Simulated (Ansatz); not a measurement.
We consider cubic perovskite SrVO3, described by PBEsol-D3(BJ) (plane waves, PAW; Ansatz, a first-principles code).

Settings: plane-wave cutoff 520 eV, 14×14×14 k mesh, Fermi–Dirac smearing 0.05 eV, no spin polarisation, scalar-relativistic PAW data made under PBE.

Computed points:

```json
[
 {"V (Å³/atom)": "10.196", "E − E_lowest (meV/atom)": "28.61"},
 {"V (Å³/atom)": "10.413", "E − E_lowest (meV/atom)": "12.24"},
 {"V (Å³/atom)": "10.630", "E − E_lowest (meV/atom)": "2.95"},
 {"V (Å³/atom)": "10.847", "E − E_lowest (meV/atom)": "0.00"},
 {"V (Å³/atom)": "11.064", "E − E_lowest (meV/atom)": "2.74"},
 {"V (Å³/atom)": "11.281", "E − E_lowest (meV/atom)": "10.59"},
 {"V (Å³/atom)": "11.498", "E − E_lowest (meV/atom)": "23.01"}
]
```

Q: Fit the third-order Birch–Murnaghan equation and give B0 and B′.

A: V0 = 10.847 Å³/atom, B0 = 210 GPa, B′ = 4.4 (fit to the energies at full precision).

Measured, for comparison: equilibrium volume per atom 11.34 Å³/atom (temperature not stated, not corrected to a static lattice; as tabulated in Marks et al. (2021), arXiv:2103.05797). Computed (rounded) less measured: equilibrium volume per atom -4.3 %.

The computed numbers hold no vibrational or temperature effects.
